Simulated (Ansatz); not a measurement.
# Convergence study of the k-point mesh at a smearing width of 0.02 eV for Cu3Sn (I4mm, 4 atoms in the cell)

```
CELL_PARAMETERS angstrom
      0.00000     3.06761     3.06761
      3.06761     0.00000     3.06761
      3.06761     3.06761     0.00000
ATOMIC_POSITIONS crystal
  Cu 0.50815 0.50815 0.49185
  Cu 0.75000 0.75000 0.75000
  Cu 0.25000 0.25000 0.25000
  Sn 0.00000 0.00000 0.00000
```

Method of the run: LDA (PW92), default PAW files made with PBE (plane waves; Ansatz, a quantum-chemistry and plane-wave program).

Base settings: basis.ecutwfc = 420 eV; kpoints.mp_grid.grid = 9 9 9; hamiltonian.xc = lda; hamiltonian.pseudopotentials = {kind: paw} (the program's default PAW files); scf.occupations.method = fermi_dirac; scf.occupations.width = 0.1 eV.

In this ladder: scf.occupations.width = 0.02 eV.

Only quantities that move along the ladder and can be compared are tabulated.

The count of work is k-points × plane waves × bands × iterations; it is no time. Core times come from one kind of shared machine, to one figure; runs under 30 s give none.

The starting cell comes from a database of computed structures (which also holds hypothetical and non-ambient phases and stackings), without a prior relaxation at this level. Its lattice was rescaled by up to half a per cent. One atom was moved a little off its site on purpose. Spin polarisation is off. In the base run, with a pressure of about -9 GPa the cell is away from its equilibrium volume at this level. Ansatz's pressure includes its estimate of the finite-basis (Pulay) stress.

```tsv
kpoints.mp_grid.grid	free energy less the last step's (meV/atom)	pressure (GPa)	largest difference of a force vector from the last step's (eV/Å)	count of work / last	core time / last (rough)
3 3 3	67.55	-9.14	0.045	0.0054	–
4 4 4	11.12	-10.12	0.009	0.012	–
5 5 5	1.86	-9.30	0.007	0.016	–
6 6 6	3.45	-8.96	0.015	0.027	–
7 7 7	3.43	-9.00	0.005	0.036	–
8 8 8	1.85	-8.75	0.014	0.053	–
10 10 10	-0.04	-8.85	0.001	0.092	–
12 12 12	1.19	-9.03	0.002	0.20	0.2
18 18 18	0.54	-9.01	0.000	0.58	0.6
22 22 22	0.00	-8.95	0.000	1.0	1
```

Coarsest kpoints.mp_grid.grid that holds the forces within 0.01 eV/Å of the last step, with all finer ones: 10 10 10, at 0.092 of the last step's count of work; the step before is off by 0.014 eV/Å.

Coarsest kpoints.mp_grid.grid that holds the free energy within 5 meV/atom of the last step, with all finer ones: 5 5 5, at 0.016 of the last step's count of work; the step before is off by 11 meV/atom.

Coarsest kpoints.mp_grid.grid that holds the pressure within 1 GPa of the last step, with all finer ones: 5 5 5, at 0.016 of the last step's count of work; the step before is off by 1.2 GPa.

Two neighbours can agree and both be off: 6 6 6 and 7 7 7 differ by 0.02 meV/atom in the free energy, yet lie about 3.4 meV/atom from the last step.

Keys are those of Ansatz 0.2.
